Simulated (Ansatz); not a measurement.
## BaF2: pressure series

Base system: BaF$_{2}$ in the fluorite structure (space group Fm-3m, No. 225; a = 6.137 Å).

Cell and atoms are relaxed at each pressure.

Computed with plane-wave PAW DFT at the PBEsol level (Ansatz, an electronic-structure program, 420 eV), no SOC.

Computed cases, in order: pressure −2 GPa; pressure −1 GPa; 0 GPa (base); pressure 3 GPa; pressure 7 GPa; pressure 15 GPa; pressure 30 GPa; pressure 50 GPa; pressure 75 GPa; pressure 100 GPa.

### Question
Between which two neighbouring cases does the gap turn between direct and indirect?

### Answer
Between pressure 30 GPa (7.44 eV, indirect, K–Γ (33 % along) → X) and pressure 50 GPa (7.20 eV, direct at X). The whole series: pressure −2 GPa: 6.68 eV, indirect, K–Γ (36 % along) → Γ; pressure −1 GPa: 6.76 eV, indirect, K–Γ (36 % along) → Γ; 0 GPa (base): 6.83 eV, indirect, K–Γ (36 % along) → Γ; pressure 3 GPa: 7.00 eV, indirect, K–Γ (36 % along) → Γ; pressure 7 GPa: 7.19 eV, indirect, K–Γ (36 % along) → Γ; pressure 15 GPa: 7.45 eV, indirect, K–Γ (33 % along) → X; pressure 30 GPa: 7.44 eV, indirect, K–Γ (33 % along) → X; pressure 50 GPa: 7.20 eV, direct at X; pressure 75 GPa: 6.88 eV, direct at X; pressure 100 GPa: 6.56 eV, direct at X.

Load acts through the strain it causes; cell and atoms are relaxed under it. Whether these cells are dynamically stable was not tested. Competing high-pressure phases were not computed.
